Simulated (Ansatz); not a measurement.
The parent structure is Ta in the bcc (W type) structure (space group Im-3m, No. 229; a = 3.3061 Å; relaxed with 0.1 eV smearing). Axes: x, y, z lie along the cube axes.

Method: r2SCAN (Ansatz, a quantum-chemistry and plane-wave program, PAW, scalar-relativistic without spin-orbit coupling).

For the base:

```
Quantity                         Value
-----------------------------  -------
Shortest interatomic distance  2.863 Å
```

Now apply this change: biaxial strain −0.50 %, plane normal [001], relaxed out of plane (Cartesian); in-plane vectors clamped, the third vector and the atoms free.

Question: How does this affect the energy relative to the base and shortest interatomic distance?

Answer: The energy goes up by 0.7 meV/atom; the shortest interatomic distance falls by 0.004 Å (2.863 Å → 2.859 Å).

Whether these cells are dynamically stable was not tested. The final runs are not spin-polarised.
